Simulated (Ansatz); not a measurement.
Electronic density of states of amorphous Ta27N45, density 8.87 g/cm³, on a 2×2×2 Γ-centred mesh with a Gaussian width of 0.1 eV; energies count from the Fermi level. Cell and mesh are small, so fine structure isn't converged. Method: PBE, scalar-relativistic without spin-orbit coupling (plane waves to 420 eV, PAW; Ansatz, an electronic-structure program). Sampling: a 2×2×2 Γ-centred mesh; Fermi-Dirac width 0.02 eV; no spin polarisation. The levels at the Fermi energy are partly filled. A closed spacing in one fast-quenched cell at PBE doesn't show the material to be a metal.

The cell was made by melting and quenching with the CHGNet potential and then relaxed with DFT. N atoms were pushed apart under 1.9 Å during the dynamics, to hinder bonds among them. The hot cell started wider than the set density and was brought back towards it in steps. It is the lowest in DFT energy of 8 quenches. It is a model cell: composition and starting density were chosen by hand, and all elements were melted together. No dispersion term was used. Its density started from a set value of 8.87 and ended at 8.87 g/cm³. The simulated quench (nominally 590 K/ps over its main leg) is rapid and tends to freeze in more defects than a deposited or slowly cooled glass has. Values belong to this one cell and scatter from quench to quench. The volume was held where the preparation left it and the shape relaxed, at a PBE pressure of -2.5 GPa (tension). Stress components on the final sampling reach 3.4 GPa. On a 2×2×2 Γ-centred mesh force components of up to 0.28 eV/Å stay, since the relaxation ran on the zone centre alone. Cycles of charging lowered its energy after that relaxation.

(E - EF (eV), states/(eV atom)): (-12.00, 0.01); (-11.90, 0.00); (-11.80, 0.00); (-11.70, 0.00); (-11.60, 0.00); (-11.50, 0.00); (-11.40, 0.00); (-11.30, 0.00); (-11.20, 0.00); (-11.10, 0.00); (-11.00, 0.00); (-10.90, 0.00); (-10.80, 0.00); (-10.70, 0.00); (-10.60, 0.00); (-10.50, 0.00); (-10.40, 0.00); (-10.30, 0.00); (-10.20, 0.00); (-10.10, 0.00); (-10.00, 0.00); (-9.90, 0.00); (-9.80, 0.00); (-9.70, 0.00); (-9.60, 0.00); (-9.50, 0.00); (-9.40, 0.00); (-9.30, 0.00); (-9.20, 0.00); (-9.10, 0.00); (-9.00, 0.00); (-8.90, 0.00); (-8.80, 0.00); (-8.70, 0.00); (-8.60, 0.00); (-8.50, 0.00); (-8.40, 0.00); (-8.30, 0.00); (-8.20, 0.00); (-8.10, 0.00); (-8.00, 0.04); (-7.90, 0.14); (-7.80, 0.09); (-7.70, 0.02); (-7.60, 0.08); (-7.50, 0.14); (-7.40, 0.05); (-7.30, 0.07); (-7.20, 0.15); (-7.10, 0.17); (-7.00, 0.28); (-6.90, 0.40); (-6.80, 0.45); (-6.70, 0.49); (-6.60, 0.49); (-6.50, 0.51); (-6.40, 0.54); (-6.30, 0.58); (-6.20, 0.64); (-6.10, 0.64); (-6.00, 0.69); (-5.90, 0.78); (-5.80, 0.80); (-5.70, 0.81); (-5.60, 0.82); (-5.50, 0.86); (-5.40, 0.88); (-5.30, 0.83); (-5.20, 0.82); (-5.10, 0.81); (-5.00, 0.78); (-4.90, 0.79); (-4.80, 0.79); (-4.70, 0.79); (-4.60, 0.76); (-4.50, 0.72); (-4.40, 0.72); (-4.30, 0.74); (-4.20, 0.63); (-4.10, 0.63); (-4.00, 0.65); (-3.90, 0.65); (-3.80, 0.67); (-3.70, 0.63); (-3.60, 0.63); (-3.50, 0.66); (-3.40, 0.65); (-3.30, 0.63); (-3.20, 0.62); (-3.10, 0.61); (-3.00, 0.61); (-2.90, 0.58); (-2.80, 0.58); (-2.70, 0.63); (-2.60, 0.66); (-2.50, 0.63); (-2.40, 0.62); (-2.30, 0.62); (-2.20, 0.58); (-2.10, 0.55); (-2.00, 0.52); (-1.90, 0.50); (-1.80, 0.51); (-1.70, 0.47); (-1.60, 0.38); (-1.50, 0.28); (-1.40, 0.25); (-1.30, 0.15); (-1.20, 0.11); (-1.10, 0.14); (-1.00, 0.04); (-0.90, 0.00); (-0.80, 0.00); (-0.70, 0.00); (-0.60, 0.00); (-0.50, 0.00); (-0.40, 0.02); (-0.30, 0.05); (-0.20, 0.08); (-0.10, 0.09); (0.00, 0.10); (0.10, 0.16); (0.20, 0.18); (0.30, 0.19); (0.40, 0.23); (0.50, 0.29); (0.60, 0.37); (0.70, 0.37); (0.80, 0.35); (0.90, 0.38); (1.00, 0.45); (1.10, 0.50); (1.20, 0.51); (1.30, 0.51); (1.40, 0.58); (1.50, 0.65); (1.60, 0.67); (1.70, 0.64); (1.80, 0.61); (1.90, 0.61); (2.00, 0.62); (2.10, 0.69); (2.20, 0.67); (2.30, 0.63)
